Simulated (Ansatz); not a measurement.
The starting structures come from a database of crystals and need not be the phases stable at ambient conditions.

 Where the default PAW files enter, the runs use the earlier of Ansatz's two default sets.

## Evanescent states of LiNO$_{3}$ (R-3c, not sure to be the ambient phase, 10 atoms a cell, 9.3 Å³ an atom) along the normal of (101)

Calculation: r2SCAN (plane waves, PAW; Ansatz, a quantum-chemistry and plane-wave program).

No gap correction and no spin-orbit coupling; mid-gap values are interpolated between computed energies.

Energies count from the valence-band top; κ is the least over a 8×6 mesh across the current.

```
E (eV)  κ (1/Å)  where
------  -------  -----
0.09      0.179  off Γ
0.27      0.283  off Γ
0.45      0.349  off Γ
0.63      0.400  off Γ
0.81      0.440  off Γ
0.99      0.473  off Γ
1.17      0.502  off Γ
1.35      0.526  off Γ
1.53      0.548  off Γ
1.71      0.564      Γ
1.89      0.571      Γ
2.07      0.577      Γ
2.25      0.582      Γ
2.43      0.587      Γ
2.61      0.590      Γ
2.79      0.592      Γ
2.97      0.594      Γ
3.15      0.535  off Γ
3.33      0.430  off Γ
3.51      0.275  off Γ
```

Task: How thick must the barrier be to attenuate the transmission by 10^4 when the electrodes' Fermi level lies at 0.27 eV, and what attenuation does that film give at 2.61 eV?

Result: d = 4 ln 10 / (2 × 0.283) = 16.3 Å. At 2.61 eV it gives 4 × 0.590/0.283 = 8.3 decades.
